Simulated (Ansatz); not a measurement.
Consider a 32-atom cell of (Ru,W) started in the hexagonal close-packed structure, site fractions Ru 0.500, W 0.500, short-range order 0.00 among the nearest mixed sites of the first mixed sublattice (0 is random, a negative value favours unlike neighbours), space group P1 at the end. Its start:

```
CELL_PARAMETERS angstrom
      1.87984    -7.81540    -4.49389
     -1.98363     7.76313    -4.43412
      6.57250     2.02919     4.56361
ATOMIC_POSITIONS crystal
  W  0.56264 0.40588 0.21657
  Ru 0.31606 0.52710 0.09459
  W  0.80507 0.02980 0.08759
  Ru 0.31635 0.04133 0.59953
  W  0.55800 0.65725 0.47024
  Ru 0.05892 0.15441 0.46484
  Ru 0.31040 0.78383 0.33868
  W  0.81815 0.28334 0.34491
  Ru 0.06289 0.90148 0.21522
  Ru 0.56566 0.16012 0.97713
  W  0.30519 0.27382 0.83609
  Ru 0.56969 0.90694 0.71984
  Ru 0.06176 0.40781 0.71886
  W  0.82024 0.53597 0.59911
  W  0.06551 0.64896 0.96797
  W  0.81238 0.78203 0.84352
  W  0.43802 0.09085 0.27945
  W  0.18155 0.21961 0.15735
  W  0.68787 0.72203 0.15524
  Ru 0.18028 0.71810 0.65028
  W  0.43453 0.33943 0.53001
  Ru 0.93316 0.84209 0.53041
  Ru 0.18874 0.46838 0.40492
  W  0.68809 0.96742 0.40631
  W  0.94804 0.60051 0.29007
  Ru 0.43493 0.84331 0.03514
  Ru 0.18677 0.96921 0.91347
  Ru 0.44146 0.58974 0.78400
  W  0.93904 0.10151 0.78098
  Ru 0.68408 0.21653 0.64705
  Ru 0.93588 0.34650 0.03275
  W  0.68865 0.46471 0.90790
```

Level of theory: PBE (plane waves to 420 eV, PAW; Ansatz, a quantum-chemistry and plane-wave program). Spin–orbit coupling is left out; the runs are not spin-polarised; with elements this heavy it can move edges by tenths of an eV. Its k-point mesh 5×5×5, Fermi–Dirac width 0.05 eV.

Predict the alloy's volume and bond lengths.


```
Property                                                                                                                                                                                                                              Value
---------------------------------------------------------  --------------------------------------------------------------------------------------------------------------------------------------------------------------------------------
volume per atom                                                                                                                                                                                                                    15.16 Å³
Ru–W bonds (within 1.22 times the sum of covalent radii)                                                                                                                                      2.838 Å on average, from 2.508 to 3.699 (106)
W–W bonds (within 1.22 times the sum of covalent radii)                                                                                                                                        2.995 Å on average, from 2.609 to 3.893 (60)
Ru–Ru bonds (within 1.22 times the sum of covalent radii)                                                                                                                                      2.779 Å on average, from 2.568 to 3.079 (48)
check of the structure type                                not passed: over a tenth of the atoms count other neighbours than the ideal type within 1.2 times their shortest bond (scaled by covalent radii), so no mixing enthalpy is given
```
